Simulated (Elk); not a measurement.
Band structure of V (Im-3m, 1 atom in the cell).

```yaml
crystal:
  lattice:
    - [-1.52818, 1.52818, 1.52818]
    - [1.52818, -1.52818, 1.52818]
    - [1.52818, 1.52818, -1.52818]
  atoms:
    - { symbol: V, position: [0.00000, 0.00000, 0.00000] }
```

Computed with Elk 10.2.4 with PBE, all-electron FP-LAPW, Elk's shipped species files, APW+lo basis with extra local orbitals.

Settings: xctype = 20; rgkmax = 8; stype = 0; swidth = 0.00499791 Ha; ngridk = 20 20 20; gmaxvr = 16 1/bohr; nxlo = 2; lorbcnd = true; rmtscf = 0.98; lmaxi = 2; maxscl = 100.

The starting cell comes from a database of computed structures (which also holds hypothetical and non-ambient phases and stackings), without a prior relaxation at this level. Its lattice was rescaled by a random factor within 2.5 % of one. Spin polarisation is off. Values depend on the basis (sphere radii, cutoffs, local orbitals), which need not be converged.

Levels in eV from the Fermi level, bands 3 to 10:
| point | 3 | 4 | 5 | 6 | 7 | 8 | 9 | 10 |
|---|---|---|---|---|---|---|---|---|
| Γ | -37.15 | -37.15 | -6.47 | 0.40 | 0.40 | 0.40 | 2.28 | 2.28 |
| H | -37.66 | -37.66 | -2.75 | -2.75 | 3.46 | 3.46 | 3.46 | 9.66 |
| N | -37.38 | -37.15 | -3.00 | -1.03 | 1.43 | 2.26 | 2.60 | 3.83 |
| P | -37.52 | -37.52 | -1.07 | -1.07 | -1.07 | 2.66 | 2.66 | 9.82 |

Bands cross the Fermi level along this path, so the cell is metallic at this level.
